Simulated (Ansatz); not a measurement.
Consider Ru in the hcp (Mg type) structure (space group P6_3/mmc, No. 194; relaxed with 0.1 eV smearing).

```xyz
2
Lattice="2.7219 0.0000 0.0000 -1.3610 2.3572 0.0000 0.0000 0.0000 4.2940" Properties=species:S:1:pos:R:3 pbc="T T T"
Ru     0.0000     1.5715     3.2205
Ru     1.3610     0.7857     1.0735
```

Cartesian axes are those of the cell as printed.

Computed with PBE (Ansatz, a first-principles code), no SOC.

Before the change:

```
Item       Result
--------  -------
Pressure  0.0 GPa
```

One thing is altered: biaxial strain +1.24 %, plane normal [001], relaxed out of plane (Cartesian); in-plane vectors clamped, the third vector and the atoms free.

What happens to the pressure?

The pressure (mean of the normal stresses, compression positive) goes from zero to -5.0 GPa.

What happens to the out-of-plane strain?

The out-of-plane strain amounts to -0.66 %.

Whether these cells are dynamically stable was not tested. All final runs are without spin polarisation.
